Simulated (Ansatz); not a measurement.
## A computed series for GaSb: point defects

Take a 16-atom supercell of GaSb in the zinc blende structure (space group F-43m, No. 216) at its relaxed geometry as the base.

```
CELL_PARAMETERS angstrom
      0.00000     6.21351     6.21351
      6.21351     0.00000     6.21351
      6.21351     6.21351     0.00000
ATOMIC_POSITIONS crystal
  Sb 0.37500 0.37500 0.37500
  Sb 0.37500 0.37500 0.87500
  Sb 0.37500 0.87500 0.37500
  Sb 0.37500 0.87500 0.87500
  Sb 0.87500 0.37500 0.37500
  Sb 0.87500 0.37500 0.87500
  Sb 0.87500 0.87500 0.37500
  Sb 0.87500 0.87500 0.87500
  Ga 0.00000 0.00000 0.00000
  Ga 0.00000 0.00000 0.50000
  Ga 0.00000 0.50000 0.00000
  Ga 0.00000 0.50000 0.50000
  Ga 0.50000 0.00000 0.00000
  Ga 0.50000 0.00000 0.50000
  Ga 0.50000 0.50000 0.00000
  Ga 0.50000 0.50000 0.50000
```

One neutral defect a cell, atoms relaxed at fixed cell.

Calculations: PBE in Ansatz (plane waves to 420 eV, PAW, without spin-orbit coupling).

| change | largest displacement of a host atom from its site in the perfect cell | pressure |
|---|---|---|
| perfect supercell | – | 0.0 GPa |
| Ga vacancy, symmetric start | 0.16 Å | -1.7 GPa |
| Ga interstitial (started 2.54 Å from the nearest host atom) | (withheld) | 2.6 GPa |
| Ga on a Sb site (antisite) | (withheld) | -0.8 GPa |
| H interstitial (started 2.54 Å from the nearest host atom), symmetric start | 0.16 Å | 0.2 GPa |

Problem. Complete the table.

Solution. 
- Ga interstitial (started 2.54 Å from the nearest host atom), largest displacement of a host atom from its site in the perfect cell: 0.06 Å
- Ga on a Sb site (antisite), largest displacement of a host atom from its site in the perfect cell: 0.13 Å

The cell is small, so the values are those of an ordered compound at a high defect concentration; dilute-limit values will differ. Defects with a symmetric start kept the site's symmetry and may sit on a saddle; the others started slightly shaken. The final runs are not spin-polarised.

Ansatz is an electronic-structure program.
